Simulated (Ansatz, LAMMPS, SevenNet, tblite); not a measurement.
**How well does each level of theory give the equilibrium lattice constant a of corundum Ga2O3 (metastable phase)?**

Reference value: 4.982 Å (measured, temperature not stated, not corrected to a static lattice; as tabulated in Marezio, Remeika, J. Chem. Phys. 46, 1862 (1967) (COD 1538347)).

| level (code) | value (Å) |
|---|---|
| ionic model grimes1999 (shell model, LAMMPS) | 4.990 |
| GFN2-xTB (tblite) | 4.979 |
| SevenNet-l3i5 | 5.060 |
| LDA (Ansatz) | 4.950 |
| PBE (Ansatz) | 5.058 |
| RPBE (Ansatz) | ? |
| PBE-D3(BJ) (Ansatz) | ? |
| PBE-D4 (Ansatz) | ? |
| rVV10 (Ansatz) | ? |
| r²SCAN (Ansatz) | 4.984 |
| r²SCAN-D4 (Ansatz) | 4.972 |
| HSE06 (Ansatz) | 4.981 |

Q: Complete the blanks.

A: 
- RPBE (Ansatz, a program for electronic structure), value (Å): 5.098
- PBE-D3(BJ) (Ansatz), value (Å): 5.032
- PBE-D4 (Ansatz), value (Å): 5.021
- rVV10 (Ansatz), value (Å): 5.083

Differences against the reference: ionic model grimes1999 +0.16 %, GFN2-xTB -0.06 %, SevenNet-l3i5 +1.57 %, LDA -0.64 %, PBE +1.53 %, RPBE +2.33 %, PBE-D3(BJ) +1.00 %, PBE-D4 +0.78 %, rVV10 +2.03 %, r²SCAN +0.04 %, r²SCAN-D4 -0.20 %, HSE06 -0.02 %.

The reference's temperature isn't stated, so close values are not ranked against it. Off by more than 1.25 %, or 1.75 % on the side where a correction would as a rule narrow the miss (bounds picked here): RPBE (+2.33 %), rVV10 (+2.03 %), SevenNet-l3i5 (+1.57 %), PBE (+1.53 %).

The reference isn't brought to a static lattice, while the calculations are for one, so the differences are not the levels' errors alone.  GFN2-xTB: the method was fitted mainly to molecules. GFN2-xTB: the run uses a supercell at the zone centre in place of a k mesh. Cutoffs and k meshes differ between the levels. Ansatz's density-functional and Hartree–Fock values are scalar-relativistic unless marked +SOC, with PAW data made under PBE.

Empirical potentials (ionic model grimes1999) are fitted to chosen data: where that held the value shown, agreement is built in, and what lay outside the fit can be far off. Machine-learned potentials (SevenNet-l3i5) are trained on DFT data: a solid inside that data is no test of them.

Differences are worked out from the printed values.
